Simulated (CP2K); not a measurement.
Band structure of Zr₃Sn (Pm-3n, 8 atoms in the cell).

```yaml
crystal:
  lattice:
    - [5.57671, 0.00000, 0.00000]
    - [0.00000, 5.57671, 0.00000]
    - [0.00000, 0.00000, 5.57671]
  atoms:
    - { symbol: Zr, position: [0.50000, 0.25000, 0.00000] }
    - { symbol: Zr, position: [0.50000, 0.75000, 0.00000] }
    - { symbol: Zr, position: [0.25000, 0.00000, 0.50000] }
    - { symbol: Zr, position: [0.75000, 0.00000, 0.50000] }
    - { symbol: Zr, position: [0.00000, 0.50000, 0.25000] }
    - { symbol: Zr, position: [0.00000, 0.50000, 0.75000] }
    - { symbol: Sn, position: [0.50000, 0.50000, 0.50000] }
    - { symbol: Sn, position: [0.00000, 0.00000, 0.00000] }
```

Method: LDA (Pade form), GPW, DZVP-MOLOPT-SR-GTH basis, GTH-PADE potentials (GTH_POTENTIALS) (CP2K).

Settings: CUTOFF = 500 Ry; REL_CUTOFF = 50 Ry; SMEAR/METHOD = FERMI_DIRAC; ELECTRONIC_TEMPERATURE = 1160.45 K; KPOINTS/SCHEME = MONKHORST-PACK 5 5 5; XC_FUNCTIONAL = PADE; Zr/BASIS_SET = DZVP-MOLOPT-SR-GTH; Zr/POTENTIAL = GTH-PADE-q12; Sn/BASIS_SET = DZVP-MOLOPT-SR-GTH; Sn/POTENTIAL = GTH-PADE-q4; METHOD = GPW; EPS_DEFAULT = 1e-10; EXTRAPOLATION = USE_GUESS; NGRIDS = 5.

The starting cell comes from a database of computed structures (which also holds hypothetical and non-ambient phases and stackings), without a prior relaxation at this level. Its lattice was rescaled by a random factor within 2.5 % of one. Values carry the incompleteness of an atom-centred basis.

Levels in eV from the Fermi level, bands 37 to 42:
```tsv
point	37	38	39	40	41	42
Γ	-1.43	-1.43	-0.68	-0.10	-0.10	-0.10
X	-0.64	-0.64	-0.47	-0.47	-0.29	-0.29
M	-1.02	-0.28	0.32	0.57	0.57	0.85
R	-0.89	-0.89	0.58	0.58	0.58	0.58
```

Bands cross the Fermi level along this path, so the cell is metallic at this level.

Higher empty bands are left out: an atom-centred basis made for the valence describes them poorly.
